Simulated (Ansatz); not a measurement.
An Ansatz (a first-principles code) input (LDA (Ansatz), spin-orbit coupling left out):

Ansatz 0.2 input:
```yaml
crystal:
  lattice:
    - [2.9533263861, 0, 0]
    - [1.476663193, 2.557655676, 0]
    - [1.476663193, -0.852551892, 2.3962527352]
  atoms:
    - { symbol: Mg, position: [0, 0, 0] }
    - { symbol: O, position: [0, 0.5, 0.5] }
basis: { ecutwfc: 420, ecutrho_ratio: 4, xc_grid: 2, fft_grid_basis: typed }
kpoints: { mp_grid: { grid: [14, 14, 14] } }
hamiltonian:
  xc: lda
  dispersion: none
  pseudopotentials: { kind: paw }
scf: { occupations: { method: fermi_dirac, width: 0.05 } }
relax: { f_tol: 0.005, max_steps: 50, cell: { stress_tol: 0.01, fix: [a, b, gamma] } }
output: { forces: true, stress: true }
checkpoint: { write: state.ck, write_every: 1000 }
```

Question: Which symmetry and how many k-points will the program report, and about how many plane waves at Γ?

Answer: Space group R-3m (ITA 166) with 12 operations, k-points 288 of 2744, and 339 plane waves at Γ.

Question: And the final pressure?

Answer: -1.16 GPa (compression positive).

The cells carry an imposed strain or load. No phonon test of stability was made. The cell was made from MgO in the rock salt structure (space group Fm-3m, No. 225) by this change: biaxial strain +0.42 %, plane normal [111], relaxed out of plane.
